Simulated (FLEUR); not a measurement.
Worked example: self-consistent single point of ScCu3 (I4/mmm, 4 atoms in the cell) in FLEUR.

Computed with PBEsol, all-electron FLAPW (FLEUR), scalar-relativistic valence in FLEUR.

The change in words: lattice scaled by 0.98. Reference geometry:
```
CELL_PARAMETERS angstrom
     -1.90439     1.90439     3.61919
      1.90439    -1.90439     3.61919
      1.90439     1.90439    -3.61919
ATOMIC_POSITIONS crystal
  Sc 0.00000 0.00000 0.00000
  Cu 0.75000 0.25000 0.50000
  Cu 0.25000 0.75000 0.50000
  Cu 0.50000 0.50000 0.00000
```

Reference input (self-consistent single point, DFT, PBEsol, all-electron FLAPW (FLEUR), scalar-relativistic valence): Kmax = 4.3 1/bohr; GmaxXC = 17.2 1/bohr; xcFunctional = PBEs; jspins = 1; l_soc = F; mode = hist; fermiSmearingEnergy = 0.00499791 Htr; mesh (inpgen div1-3) = 10 10 10; inpgen gamma flag = true; Gmax = 17.2 1/bohr; numbands = 0; maxIterBroyd = 15. This run's input differs from it in these lines:

```diff
@@ -3,6 +3,6 @@
 &input film=f /
--0.4221372439 0.4221372439 0.8022470285
-0.4221372439 -0.4221372439 0.8022470285
-0.4221372439 0.4221372439 -0.8022470285
-8.5251449756
+-0.4221372434 0.4221372434 0.8022470289
+0.4221372434 -0.4221372434 0.8022470289
+0.4221372434 0.4221372434 -0.8022470289
+8.3546414586
 1.0 1.0 1.0
@@ -46,5 +46,5 @@
          <bravaisMatrix>
-            <row-1>   -3.5987812038477167     3.5987812038477167     6.8392722242068045</row-1>
-            <row-2>    3.5987812038477167    -3.5987812038477167     6.8392722242068045</row-2>
-            <row-3>    3.5987812038477167     3.5987812038477167    -6.8392722242068045</row-3>
+            <row-1>   -3.5268053149287590     3.5268053149287590     6.7024862876866118</row-1>
+            <row-2>    3.5268053149287590    -3.5268053149287590     6.7024862876866118</row-2>
+            <row-3>    3.5268053149287590     3.5268053149287590    -6.7024862876866118</row-3>
          </bravaisMatrix>
```

Output, abridged:

```
 Iteration:     1   Distance:      60.50450092 me/bohr^3
 Iteration:     2   Distance:      31.76052390 me/bohr^3
 Iteration:     3   Distance:      10.64933142 me/bohr^3
 Iteration:     4   Distance:       8.30199826 me/bohr^3
 Iteration:     5   Distance:       5.47101427 me/bohr^3
   [... 14 lines left out ...]
 Iteration:    20   Distance:       0.00015086 me/bohr^3
 Iteration:    21   Distance:       0.00051410 me/bohr^3
 Iteration:    22   Distance:       0.00001809 me/bohr^3
 Iteration:    23   Distance:       0.00000646 me/bohr^3
 Run finished successfully
 Stop message:
   Structural relaxation: Done

[file out, last iteration]
             iter=     24
[...]
          total density-effective poten   -9.0906266314E+03
          total charge density-energy d   -2.3712693725E+02
 Updated energy parameters for spin:           1
[...]
 fermi energy and band-weighting factors:
    0.745155    0.800866

[...]
FERMIE:
          first approx. to ef    (T=0)  :   0.377638 htr   (energy of the highest occ. eigenvalue)
          number of occ. states  (T=0)  :       2236
          first approx. to seigv (T=0)  :   2.278832 htr
          sum of weights of occ. states :  22.003000
          sum of semicore charge        :   0.000000 e
FERHIS:  Fermi-Energy by histogram:
          bandgap                     :   0.000192 htr
   [... lines left out ...]
          charge neutrality (T=0)     :   0.006000    (zero if the highest occ. eigenvalue is "entirely" occupied)
     EF_NEWTON:  Adjust Fermi-Energy by Newton-Method.
 Direct bandgap for spin            1 :    6.4062609610702759E-003  Htr
 ---->    free energy=                     -5724.4550942812 htr
   [... lines left out ...]
 TOTAL FORCE FOR ATOM TYPE=  1  X=  0.000   Y=  0.000   Z=  0.000
                       FX_TOT= 0.000000 FY_TOT= 0.000000 FZ_TOT= 0.000000
 TOTAL FORCE FOR ATOM TYPE=  2  X=  3.527   Y=  0.000   Z= -3.351
                       FX_TOT= 0.000000 FY_TOT= 0.000000 FZ_TOT= 0.000000
 TOTAL FORCE FOR ATOM TYPE=  3  X=  0.000   Y=  0.000   Z=  6.702
                       FX_TOT= 0.000000 FY_TOT= 0.000000 FZ_TOT= 0.000000
 Structural relaxation: Done
```

The run converged in 23 iterations. FLEUR gives forces in its relaxation mode, with a further iteration, so its stop message speaks of a relaxation. Against the reference run the free energy goes up by 48.0 meV/atom.

The starting cell comes from a database of computed structures (which also holds hypothetical and non-ambient phases and stackings), without a prior relaxation at this level. Its lattice was rescaled by a random factor within 2.5 % of one. For this run, on top of that: lattice scaled by 0.98. Spin polarisation is off. Values depend on the basis (sphere radii, cutoffs, local orbitals), which need not be converged. The log's line on a gap gives a spacing of levels on this mesh, which the program prints for metals too.

Cost on one core of a shared machine: roughly 8 min.
